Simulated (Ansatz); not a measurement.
## A computed series for AlN: response to strain

The parent structure is AlN in the zinc blende structure (space group F-43m, No. 216; a = 4.370 Å). Axes: x, y, z lie along the cube axes.

Strains are applied to the cell and any free atomic positions relax; under biaxial strain the out-of-plane vector relaxes too.

Computed with Ansatz (an electronic-structure program) r2SCAN, no spin-orbit coupling.

Notes on the quantities. in-plane stress: mean in-plane stress (compression positive).

```csv
change,in-plane stress,out-of-plane strain,band gap
base,–,–,3.94 eV
"biaxial strain +0.42 %, plane normal [111], relaxed out of plane",-2.2 GPa,-0.14 %,3.90 eV
"biaxial strain +0.83 %, plane normal [111], relaxed out of plane",-4.2 GPa,-0.28 %,3.87 eV
"biaxial strain +1.25 %, plane normal [111], relaxed out of plane",-6.3 GPa,-0.41 %,3.83 eV
"biaxial strain +1.67 %, plane normal [111], relaxed out of plane",-8.2 GPa,-0.55 %,3.79 eV
"biaxial strain +2.08 %, plane normal [111], relaxed out of plane",-10.1 GPa,-0.68 %,3.76 eV
"biaxial strain +2.50 %, plane normal [111], relaxed out of plane",-11.9 GPa,-0.82 %,3.72 eV
```

No phonon test of stability was made. This is not the structure that AlN has at room temperature and ambient pressure.
